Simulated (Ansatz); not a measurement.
Defect migration in wurtzite GaN: interstitial Na, charge state +1. The step: Na moves alone to another site; the atom moves 2.62 Å along (0.00, 0.00, 0.50) of the unit cell; the moving atom starts with neighbours 3 Ga at 2.30, 3 Ga at 2.58; 3 N at 2.14, 3 N at 2.44 Å and ends with 3 Ga at 2.30, 3 Ga at 2.58; 3 N at 2.14, 3 N at 2.44 Å. A PBE band in Ansatz (plane-wave PAW, one k-point at (0.125, 0.250, 0.250), 72 host sites, 22 SCF runs with any check of the saddle's order, static, no finite-size correction) gives a forward barrier of 2.40 eV. The saddle point's order was not checked, and it lies on a symmetry element of the cell, where a band can be held. The charge state is imposed; whether it is stable for some Fermi level was not computed. Sites that were not tried may lie lower.

Single points at the band's start and saddle point can refine it. Rough cost of one point, in units of the band's mean SCF on the same machine:

| Level | Cost of one point |
|---|---|
| PBE, a 2×2×2 k-point mesh shifted by half a step along c | about 4 |
| r2SCAN at 500 eV, one k-point at (0.125, 0.250, 0.250) | about 2 |

### Question
Which of these move the barrier by more than 0.1 eV, and how far does each move it?

### Answer
Not one does. PBE, a 2×2×2 k-point mesh shifted by half a step along c: 0.00 eV; r2SCAN at 500 eV, one k-point at (0.125, 0.250, 0.250): +0.08 eV. Each functional is compared with PBE at the same k-points.

Ansatz is a program for electronic structure.
